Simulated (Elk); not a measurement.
Elk run on CaCd₂Au₄ (I4/mmm, 7 atoms in the cell): self-consistent single point.

Computed with PBEsol, all-electron FP-LAPW, Elk's shipped species files, APW+lo basis with extra local orbitals in Elk.

```
CELL_PARAMETERS angstrom
     -3.55592     3.55592     2.75291
      3.55592    -3.55592     2.75291
      3.55592     3.55592    -2.75291
ATOMIC_POSITIONS crystal
  Ca 0.00000 0.00000 0.00000
  Cd 0.25000 0.75000 0.50000
  Cd 0.75000 0.25000 0.50000
  Au 0.30365 0.30365 0.60730
  Au 0.69635 0.69635 0.39270
  Au 0.30365 0.69635 0.00000
  Au 0.69635 0.30365 0.00000
```

Reference input (self-consistent single point, DFT, LDA (PW92), all-electron FP-LAPW, Elk's shipped species files, APW+lo basis with extra local orbitals): rgkmax = 7.5; stype = 0; swidth = 0.00367493 Ha; ngridk = 5 5 5; gmaxvr = 14 1/bohr; nxlo = 2; lorbcnd = true; lmaxi = 3; maxscl = 100. This run's input differs from it in these lines:

```diff
@@ -2,2 +2,5 @@
   0
+
+xctype
+  22
```

Output (repeated stretches shortened):

```
│ Self-consistent loop started │
│ Loop number : 1 │
 total energy                :     -87978.0784750
│ Loop number : 2 │
 total energy                :     -87981.5192945
RMS change in Kohn-Sham potential (target) :   0.2527064220     (  0.1000000000E-05)
Absolute change in total energy (target)   :    3.440819462     (  0.1000000000E-03)
│ Loop number : 3 │
 total energy                :     -87989.7943931
RMS change in Kohn-Sham potential (target) :   0.2288709440     (  0.1000000000E-05)
Absolute change in total energy (target)   :    9.135303443     (  0.1000000000E-03)
│ Loop number : 4 │
   [... lines left out ...]
Absolute change in total energy (target)   :   0.6730946479E-03 (  0.1000000000E-03)
│ Loop number : 16 │
 total energy                :     -88037.5264401
RMS change in Kohn-Sham potential (target) :   0.4800086417E-07 (  0.1000000000E-05)
Absolute change in total energy (target)   :   0.2006383438E-03 (  0.1000000000E-03)
│ Loop number : 17 │
 total energy                :     -88037.5264497
RMS change in Kohn-Sham potential (target) :   0.1377002567E-07 (  0.1000000000E-05)
Absolute change in total energy (target)   :   0.4055358295E-04 (  0.1000000000E-03)
Convergence targets achieved

│ Loop number : 18 │

Energies :
 Fermi                       :     0.267391681223
 total energy                :     -88037.5264505

Density of states at Fermi energy :    47.92471419
 (states/Hartree/unit cell)

Estimated indirect band gap :   0.3411469522E-02
 from k-point      8 to k-point      1
Estimated direct band gap   :   0.1446110495E-01
 at k-point      8

Charges :
 core                        :    262.0000000
 valence                     :    170.0000000
 interstitial                :    9.295202356
 muffin-tins (core leakage)
  species :    1 (Ca)
   atom    1                 :    18.13627352     (  0.1955557671E-07)
  species :    2 (Cd)
   atom    1                 :    46.69808346     (  0.2819998305E-03)
   atom    2                 :    46.69808346     (  0.2819998305E-03)
   [... lines left out ...]
   atom    2                 :    77.79308930     (  0.2683090008E-03)
   atom    3                 :    77.79308930     (  0.2683090008E-03)
   atom    4                 :    77.79308930     (  0.2683090008E-03)
 total in muffin-tins        :    422.7047976
 total calculated charge     :    431.9835445
 total charge                :    432.0000000
 error                       :   0.1645554504E-01

│ Self-consistent loop stopped │
```

The run converged in 18 iterations. The count includes the last loop, which Elk runs after its targets are met. 

The starting cell comes from a database of computed structures (which also holds hypothetical and non-ambient phases and stackings), without a prior relaxation at this level. Its lattice was rescaled by a random factor within 2.5 % of one. Spin-orbit coupling is off. Values depend on the basis (sphere radii, cutoffs, local orbitals), which need not be converged. The log's line on a gap gives a spacing of levels on this mesh, which the program prints for metals too.

Cost on one core of a shared machine: roughly 70 s.
